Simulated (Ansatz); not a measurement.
A self-consistent single point of Zr2Au (I4mm, 3 atoms in the cell) with Ansatz (a program for electronic structure).

Computed with PBEsol, default PAW files made with PBE (plane waves; Ansatz).

```yaml
crystal:
  lattice:
    - [-1.65513, 1.65513, 5.84295]
    - [1.65513, -1.65513, 5.84295]
    - [1.65513, 1.65513, -5.84295]
  atoms:
    - { symbol: Zr, position: [0.66398, 0.66398, 0.00000] }
    - { symbol: Zr, position: [0.34030, 0.34030, 0.00000] }
    - { symbol: Au, position: [0.00000, 0.00000, 0.00000] }
```

Reference input (self-consistent single point, DFT, PBEsol, plane waves, default PAW files made with PBE): basis.ecutwfc = 420 eV; kpoints.mp_grid.grid = 12 12 12; hamiltonian.xc = pbesol; hamiltonian.pseudopotentials = {kind: paw} (the program's default PAW files); scf.occupations.method = fermi_dirac; scf.occupations.width = 0.1 eV. This run's input differs from it in these lines:

Ansatz 0.2 input:
```diff
@@ -13,3 +13,3 @@
 kpoints:
-  mp_grid: { grid: [12, 12, 12] }
+  mp_grid: { grid: [20, 20, 20] }
 hamiltonian:
@@ -18,3 +18,3 @@
 scf:
-  occupations: { method: fermi_dirac, width: 0.1 }
+  occupations: { method: methfessel_paxton, width: 0.5 }
 output:
```

Output (repeated stretches shortened):

```
SCF iter   1: F=—  HF=-21265.607373 eV  |F-HF|=—  |Δ(HF+E_count)|=         —  Δρ=5.78e-3  dr2=2.32e-2  ethr=1.77e-3  ⟨swp⟩=4.7  Hψ=55339  notcnv=0
all-band conjugate gradients solve this SCF's bands
preconditioner: auto → Kerker (q_TF=auto, 2.553 Å⁻¹)
SCF iter   2: F=—  HF=-21265.605548 eV  |F-HF|=—  |Δ(HF+E_count)|=   1.82e-3  S|Δr|=    0.00e0  Δρ=3.29e-3  dr2=1.00e-2  ethr=5.39e-5  ⟨swp⟩=1.0  Hψ=22454  notcnv=0
   [... lines left out ...]
SCF iter   5: F=—  HF=-21265.603846 eV  |F-HF|=—  |Δ(HF+E_count)|=   6.60e-6  S|Δr|=    0.00e0  Δρ=4.46e-5  dr2=1.49e-6  ethr=9.51e-8  ⟨swp⟩=3.0  Hψ=27089  notcnv=0
SCF iter   6: F=-21265.603845 eV  HF=-21265.603845 eV  |F-HF|=1.84e-8  |Δ(HF+E_count)|=   2.42e-7  S|Δr|=    0.00e0  Δρ=9.82e-6  dr2=6.11e-8  ethr=2.33e-10  ⟨swp⟩=3.1  Hψ=69568  notcnv=0
the search or the solves at the SCF's close seem to have found levels that the self-consistency loop had missed (the run counts 3) …
SCF 1 converged in 6 iterations: F = -21265.603845 eV  dr2 = 6.11e-8
Stability not checked (fill_not_monotonic)
Free energy (F): -21265.603845 eV
Internal energy: -21265.669001 eV  (E = F + TS)
E sigma→0 (E₀):  -21265.620134 eV
Entropy (-TS):   0.065155 eV (21.718 meV/atom)
Fermi energy:    15.665134 eV
--- Forces (eV/Å), atoms counted from 1 ---
  atom   1  Zr     0.00000000    -0.00000000    -0.37448003
  atom   2  Zr    -0.00000000     0.00000000     0.32770257
  atom   3  Au     0.00000000     0.00000000     0.04666573
--- Stress (GPa, compression-positive) ---
       -5.065130       0.000000       0.000000
        0.000000      -5.065130       0.000000
        0.000000       0.000000      -4.795860
  P = ⅓ Tr σ = -4.9754 GPa (-49.754 kbar)
  The stress holds the Pulay correction. Without it, at fixed plane waves, as pw.x and ABINIT print it: P = -5.0007 GPa
```

The run converged in 6 iterations. Against the reference run the free energy goes up by 17.1 meV/atom, the pressure goes from -4.85 to -4.98 GPa and the largest force goes from 0.401 to 0.374 eV/Å.

The starting cell comes from a database of computed structures (which also holds hypothetical and non-ambient phases and stackings), without a prior relaxation at this level. Its lattice was rescaled by up to half a per cent. One atom was moved a little off its site on purpose. With a pressure of about -5 GPa the cell is away from its equilibrium volume at this level. Ansatz's pressure includes its estimate of the finite-basis (Pulay) stress.

Cost on one core of a shared machine: roughly 2 min.
